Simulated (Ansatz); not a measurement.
Consider a 16-atom supercell of AgCl in the rock salt structure (space group Fm-3m, No. 225; a = 5.6115 Å) at its relaxed geometry.

The values are results of PBE, PAW, 420 eV (Ansatz, an electronic-structure program; no spin-orbit coupling), not measurements.

Base values:

```
Quantity   Result
--------  -------
Pressure  0.0 GPa
```

One thing is altered: one Cl atom is replaced by Ag, atoms relaxed at fixed cell, starting from a slightly rattled geometry.

Question: What happens to the pressure and largest displacement of a host atom from its site in the perfect cell?

Answer: The pressure goes from zero to 0.8 GPa; the largest displacement of a host atom from its site in the perfect cell comes out as 1.44 Å.

The magnetic state is the one reached from the starting moments; the real material's order can differ, and small cells can't hold many antiferromagnetic ones. In so small a cell the defect repeats every few ångströms: this is an ordered compound, not a dilute defect. Starting moments died away, wholly or in part, for Ag on a Cl site (antisite); another magnetic solution may exist. The defect cell is spin-polarised and ends with 0.0 μB.
